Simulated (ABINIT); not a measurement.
Worked example: self-consistent single point of MgSb (R-3m, 2 atoms in the cell) in ABINIT.

Method of the run: PBEsol, norm-conserving pseudopotentials (PseudoDojo nc-sr-04 PBEsol standard) (plane waves; ABINIT).

```xyz
2
Lattice="1.9195 1.1082 4.0183 -1.9195 1.1082 4.0183 0.0000 -2.2165 4.0183" Properties=species:S:1:pos:R:3 pbc="T T T"
Mg     0.0000     0.0000     0.0000
Sb     0.0000     0.0000     6.0275
```

Reference input (self-consistent single point, DFT, LDA (PW92), plane waves, norm-conserving pseudopotentials (PseudoDojo nc-sr-04 LDA standard)): pseudos = [Mg.upf, Sb.upf]; ecut = 84 Ry; occopt = 7; tsmear = 0.00499791 Ha; ngkpt = 12 12 12; nshiftk = 1; shiftk = 0 0 0; potentials = PseudoDojo nc-sr-04 LDA standard; nband = 18; kptopt = 1; nstep = 100; tolvrs = 1e-12. This run's input differs from it in these lines:

```diff
@@ -1,2 +1,2 @@
-# MgSb, PseudoDojo nc-sr-04 LDA standard
+# MgSb, PseudoDojo nc-sr-04 PBEsol standard
 pp_dirpath "./"
```

Its files differ too (potentials: PseudoDojo nc-sr-04 LDA standard → PseudoDojo nc-sr-04 PBEsol standard).

Output, abridged:

```
--- !BeginCycle
solver: {iscf: 7, nstep: 100, nline: 4, wfoptalg: 0, }
tolerances: {tolvrs: 1.00E-12, }
...

     iter   Etot(hartree)      deltaE(h)  residm     vres2
 ETOT  1  -149.93505231337    -1.499E+02 7.423E-01 5.354E+01
 ETOT  2  -150.08234400435    -1.473E-01 1.448E-02 5.835E+00
 ETOT  3  -150.08273455835    -3.906E-04 5.560E-03 3.138E-01
 ETOT  4  -150.08277977696    -4.522E-05 3.704E-03 2.254E-02
 ETOT  5  -150.08278068526    -9.083E-07 1.079E-03 1.656E-04
 ETOT  6  -150.08278069117    -5.909E-09 9.332E-04 4.774E-06
 ETOT  7  -150.08278069153    -3.582E-10 3.753E-04 3.694E-07
 ETOT  8  -150.08278069156    -3.388E-11 2.615E-04 2.590E-09
 ETOT  9  -150.08278069157    -2.956E-12 2.161E-04 2.521E-11
 ETOT 10  -150.08278069156     3.041E-12 1.493E-04 3.673E-13
 At SCF step   10       vres2   =  3.67E-13 < tolvrs=  1.00E-12 =>converged.

 Cartesian components of stress tensor (hartree/bohr^3)
  sigma(1 1)=  5.97755853E-05  sigma(3 2)=  0.00000000E+00
  sigma(2 2)=  5.97755856E-05  sigma(3 1)=  0.00000000E+00
  sigma(3 3)=  6.05503942E-05  sigma(2 1)=  0.00000000E+00

 ----iterations are completed or convergence reached----

 reduced coordinates (array xred) for    2 atoms
       0.000000000000      0.000000000000      0.000000000000
       0.500000000000      0.500000000000      0.500000000000
 cartesian forces (eV/Angstrom) at end:
    1     -0.00000000000000    -0.00000000000000    -0.00000000000000
    2     -0.00000000000000    -0.00000000000000    -0.00000000000000
 frms,max,avg= 0.0000000E+00 0.0000000E+00   0.000E+00  0.000E+00  0.000E+00 e/A
   [... lines left out ...]
 Fermi (or HOMO) energy (hartree) =   0.12089   Average Vxc (hartree)=  -0.35986
 Fermi (or HOMO) energy (eV) =   3.28946   Average Vxc (eV)=  -9.79228
   [... lines left out ...]
total_energy        : -1.50082780691562E+02
total_energy_eV     : -4.08396015617429E+03
band_energy         : -2.36323116692018E+01
...

-Cartesian components of stress tensor (GPa)         [Pressure= -1.7663E+00 GPa]
- sigma(1 1)=  1.75865814E+00  sigma(3 2)=  0.00000000E+00
- sigma(2 2)=  1.75865815E+00  sigma(3 1)=  0.00000000E+00
- sigma(3 3)=  1.78145380E+00  sigma(2 1)=  0.00000000E+00

 Calculation completed.
```

The run converged in 10 iterations. Against the reference run the pressure goes from -3.13 to -1.77 GPa.

The starting cell comes from a database of computed structures (which also holds hypothetical and non-ambient phases and stackings), without a prior relaxation at this level.

Cost on one core of a shared machine: roughly 7 min.
